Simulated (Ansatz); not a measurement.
The reference is WSe$_{2}$ (space group P6_3/mmc, No. 194; layered, stacked along the Cartesian z axis).

```xyz
6
Lattice="3.2790 0.0000 0.0000 -1.6395 2.8397 0.0000 0.0000 0.0000 12.7862" Properties=species:S:1:pos:R:3 pbc="T T T"
W      1.6395     0.9466     9.5897
W      0.0000     1.8932     3.1966
Se     1.6395     0.9466     4.8808
Se     0.0000     1.8932    11.2739
Se     0.0000     1.8932     7.9054
Se     1.6395     0.9466     1.5123
```

Cartesian axes are those of the cell as printed.

The values are results of plane-wave PAW DFT at the PBE-D3(BJ) level (Ansatz, a first-principles code, 420 eV), no spin-orbit coupling, not measurements.

Perturbation: an isotropic linear strain of +3.00 %; the atoms relax in the strained cell.

Question: Predict the stress tensor and what it implies for the stiffness.

Answer: Stress of the strained cell less that of the base (GPa, compression positive):
```
  -6.32    0.00    0.00
   0.00   -6.32    0.00
   0.00    0.00   -1.73
```

Then B = −ΔP/(ΔV/V₀) with ΔV/V₀ = 0.0927 gives secant stiffness values (nonlinear terms included at this strain): B (at held cell shape, above the free-shape value) ≈ 52 GPa.

As a check, the harmonic strain energy −½ V₀ Δσ:ε is 27 meV/atom; the computed energy rise is 30 meV/atom.

No phonon test of stability was made.
